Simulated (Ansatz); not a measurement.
**Element substitutions in HfSiO4**

The parent structure is HfSiO₄ (space group I4_1/amd, No. 141).

```
HfSiO4
1.0
   -3.29099     3.29099     2.98571
    3.29099    -3.29099     2.98571
    3.29099     3.29099    -2.98571
O Si Hf
8 2 2
Direct
  0.13525   0.31987   0.81538
  0.61475   0.93013   0.68462
  0.24550   0.93013   0.31538
  0.50450   0.31987   0.18462
  0.68013   0.86475   0.18462
  0.06987   0.75450   0.68462
  0.06987   0.38525   0.31538
  0.68013   0.49550   0.81538
  0.50000   0.50000   0.00000
  0.25000   0.75000   0.50000
  0.75000   0.25000   0.50000
  0.00000   0.00000   0.00000
```

Each row replaces one element on all its sites; cell and atoms are relaxed.

Computed with r2SCAN (Ansatz, a first-principles code), no SOC.

Candidates:
(a) O → Se
(b) Si → Pd
(c) Si → S

For the base:

| Property | Result |
|---|---|
| Lattice parameter a | 6.582 Å |

### Question
Order them by lattice parameter a, lowest first.

### Answer
(b) Si → Pd (6.640 Å), (c) Si → S (6.653 Å), (a) O → Se (8.672 Å)

Whether these cells are dynamically stable was not tested. As relaxed here, HfSiSe4, HfPdO4 and HfSO4 are hypothetical phases, not in the database extracts checked.
